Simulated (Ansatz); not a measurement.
Candidates (primitive cells; geometry: relaxed with this functional, without spin-orbit coupling):
A. Ag (Fm-3m), a = b = c = 2.8661 Å, α = β = γ = 60.00°
B. Ag3In (Pm-3m), a = 4.1382 Å, b = 4.1382 Å, c = 4.1382 Å, α = 90.00°, β = 90.00°, γ = 90.00°
C. ScAg (Pm-3m), a = 3.3838 Å, b = 3.3838 Å, c = 3.3838 Å, α = 90.00°, β = 90.00°, γ = 90.00°

Task: Order them by mean free path at 300 K (lowest first) at the level PBEsol, DFPT electron-phonon coupling, linearised Boltzmann equation run with Ansatz (an electronic-structure program).

Result: C (5.1 nm), B (18.4 nm), A (52 nm)

Metals; harmonic phonons alone scatter; means over directions. The mean free path is weighted by the current that each state carries. Halving the electron mesh moves these values by up to 10 %; q meshes are mostly untested. Spin-orbit coupling is left out.

Formula and space group known from diffraction (Crystallography Open Database), not checked to be the room-temperature form: Ag3In (Pm-3m), ScAg (Pm-3m).
